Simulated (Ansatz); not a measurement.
The starting structures come from a database of crystals and need not be the phases stable at ambient conditions.

By PBEsol, the system below comes out a metal.

```
CELL_PARAMETERS angstrom
      3.27188     0.00000     0.00000
      0.00000     3.27188     0.00000
      0.00000     0.00000     3.27188
ATOMIC_POSITIONS crystal
  In 0.00000 0.00000 0.00000
  Pd 0.50000 0.50000 0.50000
```

Space group of this cell: Pm-3m, CsCl type. The cell is taken as given; by PBEsol its mean pressure is -2.9 GPa.

The current runs along the normal of the first two printed vectors, the (001) plane. All runs by Ansatz (a quantum-chemistry and plane-wave program), plane waves and PAW, without spin-orbit coupling; the base is PBEsol.

```
run                                                      mean pressure (GPa)  G/A, both spins (10¹⁵ S/m²)
-------------------------------------------------------  -------------------  ---------------------------
base                                                                    -2.9                         0.84
all lengths scaled by 0.98                                               5.8                         0.87
all lengths scaled by 1.02                                              -8.7                         0.80
lengths across the current scaled by 0.98, ions clamped                  2.6                         0.87
lengths across the current scaled by 1.02, ions clamped                 -7.0                         0.82
lengths along the current scaled by 0.97, ions clamped                   1.1                            …
lengths along the current scaled by 1.03, ions clamped                  -6.1                         0.82
```

Problem. Fill in the missing entries.

Solution. 
- lengths along the current scaled by 0.97, ions clamped, G/A, both spins (10¹⁵ S/m²): 0.85
